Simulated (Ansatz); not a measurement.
The starting structures come from a database of crystals and need not be the phases stable at ambient conditions.

 Where the default PAW files enter, the runs use the earlier of Ansatz's two default sets.

Consider the following.

```yaml
crystal:
  lattice:
    - [3.88603, 0.00000, 0.00000]
    - [1.94301, 6.52792, 0.00000]
    - [1.94302, 0.57833, 3.31534]
  atoms:
    - { symbol: Ga, position: [0.43537, 0.69389, 0.43537] }
    - { symbol: Ga, position: [0.56463, 0.30611, 0.56463] }
    - { symbol: P, position: [0.05739, 0.82784, 0.05739] }
    - { symbol: P, position: [0.94261, 0.17216, 0.94261] }
```

Space group of this cell: R-3m. The cell is taken as given; by r2SCAN its mean pressure is -2.3 GPa.

Computed with r2SCAN (plane waves, PAW; Ansatz, a first-principles code).

The current runs along the normal of the first two printed vectors; no spin-orbit coupling. Scaled by the factor s: all lengths (ions clamped). Meshes 10×10×10 and 8×6 across the current in all rows.

| s | mean pressure (GPa) | slowest mid-gap decay constant κ (1/Å) |
|---|---|---|
| 0.98 | 2.6 | 0.112 |
| 1.00 | -2.3 | 0.103 |
| 1.02 | -6.0 | ? |

**Question.** Take the slope of the slowest mid-gap decay constant κ against ln s from the two given rows, extrapolate to s = 1.02, and say what the run there gives.

**Answer.** Slope = (0.112 − 0.103) / ln 0.98 = -0.445 1/Å. The line gives 0.103 + (-0.445) × ln 1.02 = 0.094 1/Å. The run gives 0.087 1/Å, 0.007 1/Å under the line, 81 % of the predicted step.
